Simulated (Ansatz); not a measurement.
Results of G0W0@PBEsol (Ansatz, a program for electronic structure, hard PAW, contour deformation) for MgO (P6₃/mmc, No. 194; start mp-1065577; another space group than a measured phase of this formula).

The same calculation (at the PBEsol cell, 11.085 Å³/atom) with different numerical settings; throughout: k mesh 3×3×2:

| run | response cutoff (eV) | empty bands | quasiparticle gap on the mesh (eV) | quasiparticle gap at Γ (eV) | rough time |
|---|---|---|---|---|---|
| 1 | 100 | 185 | 5.353 | 5.353 | 20 core-s |
| 2 | 150 | 340 | 5.550 | 5.550 | 30 core-s |
| 3 | 200 | 523 | 5.668 | 5.668 | 70 core-s |
| 4 | 250 | 731 | 5.734 | 5.734 | 4 core-min |
| 5 | 300 | 961 | … | … | 9 core-min |

Question: Some entries are withheld; supply them.

Answer: 
- 5, quasiparticle gap on the mesh (eV): 5.777
- 5, quasiparticle gap at Γ (eV): 5.777

In the column quasiparticle gap on the mesh (eV) the first row differs from the last by -0.424 and the next to last by -0.043.

The last row is no converged limit: other settings stay fixed.

A start named mp-… is a Materials Project structure, which can be a computed phase never made.
